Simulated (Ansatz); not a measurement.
Several settings converged on AgO (Cccm, 4 atoms in the cell)

```xyz
4
Lattice="2.3264 -2.3398 0.0000 2.3264 2.3398 0.0000 0.0000 0.0000 5.5641" Properties=species:S:1:pos:R:3 pbc="T T T"
Ag     1.1632    -1.1699     2.7821
Ag     1.1632     1.1699     0.0000
O      0.0000     0.0000     1.3910
O      0.0000     0.0000     4.1731
```

Base method: LDA (PW92), default PAW files made with PBE (plane waves; Ansatz, a first-principles code).

Base settings: basis.ecutwfc = 420 eV; kpoints.mp_grid.grid = 10 10 6; hamiltonian.xc = lda; hamiltonian.pseudopotentials = {kind: paw} (the program's default PAW files); scf.occupations.method = gaussian; scf.occupations.width = 0.1 eV.

Core times come from one kind of shared machine, to one figure; runs under 30 s give none.

**Zone-centre phonons against the cutoff**

In this ladder: phonons.method = dfpt.

The mesh stays at the base's, so the ladder's end is converged at best in this setting alone.

Frequencies are those of the unrelaxed cell, without the LO-TO term of polar crystals.

Only quantities that move along the ladder and can be compared are tabulated.

```tsv
basis.ecutwfc	highest zone-centre frequency (cm⁻¹)	lowest optical frequency (cm⁻¹)	core time / last (rough)
210 eV	555.4	154.1	0.3
250 eV	350.6	120.3	0.4
295 eV	400.5	124.7	0.5
420 eV	415.2	124.9	0.7
630 eV	415.1	124.9	1
```

Coarsest basis.ecutwfc that holds the lowest optical frequency within 1 cm⁻¹ of the last step, with all finer ones: 295 eV; the step before is off by 4.7 cm⁻¹.

Coarsest basis.ecutwfc that holds the highest zone-centre frequency within 10 cm⁻¹ of the last step, with all finer ones: 420 eV; the step before is off by 15 cm⁻¹.

**Zone-centre phonons against the mesh**

In this ladder: phonons.method = dfpt.

Frequencies are those of the unrelaxed cell, without the LO-TO term of polar crystals.

Only quantities that move along the ladder and can be compared are tabulated.

```tsv
kpoints.mp_grid.grid	highest zone-centre frequency (cm⁻¹)	lowest optical frequency (cm⁻¹)	core time / last (rough)
3 3 2	396.5	129.8	–
5 5 3	421.4	124.4	0.1
8 8 5	409.9	125.7	0.4
12 12 7	412.9	125.2	1
```

Coarsest kpoints.mp_grid.grid that holds the highest zone-centre frequency within 10 cm⁻¹ of the last step, with all finer ones: 5 5 3, at about 0.1 of the last step's time; the step before is off by 16 cm⁻¹.

Coarsest kpoints.mp_grid.grid that holds the lowest optical frequency within 1 cm⁻¹ of the last step, with all finer ones: 5 5 3, at about 0.1 of the last step's time; the step before is off by 4.7 cm⁻¹.

On the base run: the starting cell comes from a database of computed structures (which also holds hypothetical and non-ambient phases and stackings), without a prior relaxation at this level. Its lattice was rescaled by up to half a per cent. In the base run, with a pressure of about -11 GPa the cell is away from its equilibrium volume at this level. The run gives no clean gap (levels at the Fermi energy touch, overlap or are partly filled at this smearing), which alone does not show that the compound is a metal.

Keys are those of Ansatz 0.2.
